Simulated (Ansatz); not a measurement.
Structures of equal composition on the (110) surface of bcc Nb: a layer of Ga in place of the second plane; a layer of Ga in place of the third plane. The slabs share one bottom face, and each structure is named by its start. These are constructed structures in small cells; real faces may alloy, dewet or reconstruct in larger ones, and not all known structures of the face are among them. Slabs of about 12 Å with all that they carry, Fermi-Dirac smearing of 0.1 eV. Bottom of the slabs: a bare face, its two planes held. Relaxed from the named starts with such symmetry as they have, on meshes of like density; energies extrapolated to zero smearing; no spin-orbit coupling, no U. Spin-polarised runs, if any, are marked in brackets, and their order is one that fits the cell; the others ran without spin.

Calculation: PBE (plane waves to 420 eV, PAW; Ansatz, a first-principles code).

Q: Put the candidates in order of energy per 1x1 cell, lowest first, for PBE.

A: a layer of Ga in place of the third plane (0.000 eV), a layer of Ga in place of the second plane (0.267 eV)
